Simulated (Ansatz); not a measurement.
Given:

```yaml
crystal:
  lattice:
    - [7.03522, -2.11839, 0.00000]
    - [7.03522, 2.11839, 0.00000]
    - [-1.26520, 0.00000, 7.24617]
  atoms:
    - { symbol: As, position: [0.67735, 0.67735, 0.55865] }
    - { symbol: As, position: [0.19005, 0.19005, 0.06341] }
    - { symbol: As, position: [0.94352, 0.94352, 0.32926] }
    - { symbol: As, position: [0.43859, 0.43859, 0.79757] }
    - { symbol: In, position: [0.00005, 0.00005, 0.00018] }
    - { symbol: Ga, position: [0.49991, 0.49991, 0.50091] }
    - { symbol: In, position: [0.24792, 0.24792, 0.74426] }
    - { symbol: In, position: [0.75262, 0.75262, 0.25577] }
```

No spin polarisation.

All numbers come from plane-wave PAW DFT at the r2SCAN level (Ansatz, a first-principles code, 500 eV), scalar-relativistic without spin-orbit coupling. Γ-centred 8×8×5 mesh, Fermi–Dirac width 0.05 eV.

Task: Predict the valence-band top at Γ, gap character and band gap.

Result: 
- Valence-band top at Γ (three highest levels, from the VBM): 0.00, -0.04, -0.09 eV
- Gap character (in this cell's own zone, which can be folded): direct at Γ
- Band gap: 0.12 eV

Each cell is one ordered arrangement of few atoms, which overstates ordering effects compared with a random alloy. Whether these cells are dynamically stable was not tested. The cell was made from InAs by this change: x(Ga) = 0.25, 8 atoms, Cm. A zero or small gap of In3GaAs4 can be the functional's error rather than a property of the material.
